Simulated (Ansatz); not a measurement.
The parent structure is Mo in the bcc (W type) structure (space group Im-3m, No. 229; a = 3.130 Å).

Method: PBEsol (Ansatz, a program for electronic structure; PAW; 420 eV plane waves; without spin-orbit coupling).

Before the change:

The pressure is 0.0 GPa and the band gap is zero.

Now apply this change: the cell is scaled by 1.0331 in all directions; the atoms relax in the strained cell.

### Question
Predict the new pressure.

### Answer
The pressure goes from zero to -22.2 GPa.

### Question
Estimate the effect on the energy relative to the base.

### Answer
The energy increases by 119 meV/atom.

### Question
Estimate the effect on the band gap.

### Answer
The band gap stays zero.

No phonon test of stability was made. All final runs are without spin polarisation.
